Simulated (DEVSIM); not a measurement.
Device: GaP/Si n-p heterojunction, at 250 K.

```csv
layer (left to right),material,thickness (μm),Nd (cm⁻³),Na (cm⁻³),τn (s),τp (s)
1,GaP,0.230,2.5e17,-,1.4e-6,1.4e-6
2,Si,0.200,-,1.1e18,1.4e-6,1.4e-6
```

Left contact: ohmic. Right contact: ohmic. Voltage is applied to the left contact. Recombination: SRH at mid-gap, Auger. Mobility is constant in doping.

The device is made up for the run: typed textbook-type constants, with dimensions and the other settings drawn at random. Values at 300 K; Nc and Nv go as T^1.5, mobilities as T to minus their exponent, the gap by Varshni's rule with the affinity fixed.

```
parameter             GaP        Si
----------------  -------  --------
gap (eV)             2.26     1.124
affinity (eV)         3.8      4.05
permittivity         11.1      11.7
Nc (cm⁻³)          1.8e19   2.86e19
Nv (cm⁻³)          1.9e19    3.1e19
μn (cm²/Vs)           250      1417
μp (cm²/Vs)           150       470
T exponent of μn      1.6       2.3
T exponent of μp     1.98       2.2
Cn (cm⁶/s)          1e-30   2.8e-31
Cp (cm⁶/s)          1e-30   9.9e-32
Varshni α (eV/K)  0.00058  0.000473
Varshni β (K)         372       636
```

DEVSIM, 1D drift-diffusion, Boltzmann statistics, complete ionisation; no tunnelling, impact ionisation, image-force lowering or self-heating. Band offsets follow the typed affinities; no thermionic-emission limit at abrupt steps, no polarisation charge.

The doping Nd of layer 1 was swept, all else fixed.

```
doping Nd of layer 1 (cm^-3)  largest field in the device at zero bias (V/cm)  dark forward voltage at 100 A/cm² (V)  dark forward voltage at 1 A/cm² (V)  potential step across the device at zero bias (V)
----------------------------  -----------------------------------------------  -------------------------------------  -----------------------------------  -------------------------------------------------
7.5e15                                                                    [?]                                    [?]                                  [?]                                              1.158
2.5e16                                                                  96000                                  1.049                                0.934                                              1.184
7.5e16                                                                 160000                                  1.020                                0.903                                              1.208
2.5e17                                                                 280000                                  0.966                                0.838                                              1.234
7.5e17                                                                 420000                                  0.861                                0.731                                              1.258
2.5e18                                                                 560000                                  0.827                                0.725                                              1.283
```

### Question
Complete the blanks.

### Answer

- 7.5e15, largest field in the device at zero bias (V/cm): 63000
- 7.5e15, dark forward voltage at 100 A/cm² (V): 1.081
- 7.5e15, dark forward voltage at 1 A/cm² (V): 0.959
